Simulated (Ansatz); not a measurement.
System: CsCl-type CuZn. Method: rVV10 in Ansatz (plane waves, PAW).

Run with plane-wave cutoff 520 eV, 18×18×18 k mesh, Fermi–Dirac smearing 0.05 eV, no spin polarisation, scalar-relativistic PAW data made under PBE.

Energies at three volumes about the minimum:

```tsv
V (Å³/atom)	E − E_lowest (meV/atom)
12.934	1.91
13.198	0.00
13.462	1.79
```

Problem. Fit a parabola by hand: where is the minimum, what lattice constant follows, and what is the bulk modulus?

Solution. Slopes: (0.00 − 1.91)/(13.198 − 12.934) = -7.235 and (1.79 − 0.00)/(13.462 − 13.198) = 6.780 meV/Å³. Curvature E″ = 2 × (6.780 − (-7.235))/(13.462 − 12.934) = 53.087 meV/Å⁶. From the middle of the first interval, the slope vanishes at V0 = 13.0660 − (-7.235)/53.087 = 13.202 Å³/atom. B = V0 E″ = 13.202 × 53.087 meV/Å³ × 0.1602 GPa per meV/Å³ = 112 GPa. With 2 atoms in the cube, a = (2 × 13.202)^(1/3) = 2.978 Å. The full Birch–Murnaghan fit to all volumes gives V0 = 13.197 Å³/atom and B0 = 112 GPa.

Measured, for comparison: bulk modulus 116 GPa (temperature not stated, no zero-point or thermal correction; as tabulated in Nepal et al. (2020), arXiv:2007.11150); lattice constant a 2.958 Å (temperature not stated, no zero-point or thermal correction; as tabulated in First-Principles Study on the Electrical and Thermal Conductivities of Cu–Zn …). Computed (rounded) less measured: bulk modulus -3 %.

Ansatz is a first-principles code.
